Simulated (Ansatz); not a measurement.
The parent structure is Hf in the hcp (Mg type) structure (space group P6_3/mmc, No. 194; a = 3.159 Å, c = 5.000 Å).

All numbers come from plane-wave PAW DFT at the PBEsol level (Ansatz, a quantum-chemistry and plane-wave program, 420 eV), spin-orbit coupling left out.

One change was made to it. Results:

The lattice parameter a increases by 0.5406 bohr (5.970 bohr → 6.510 bohr); the c/a ratio falls by 0.030 (1.583 → 1.553).

Problem. Which change produced these results?
A. Hf → Zr
B. Hf → Lu
C. Hf → Sc

Solution. B, Hf → Lu. For comparison, the lattice parameter a in the other runs: Hf → Sc gives 6.193 bohr; Hf → Zr gives 6.017 bohr.

Whether these cells are dynamically stable was not tested. The final runs are not spin-polarised.
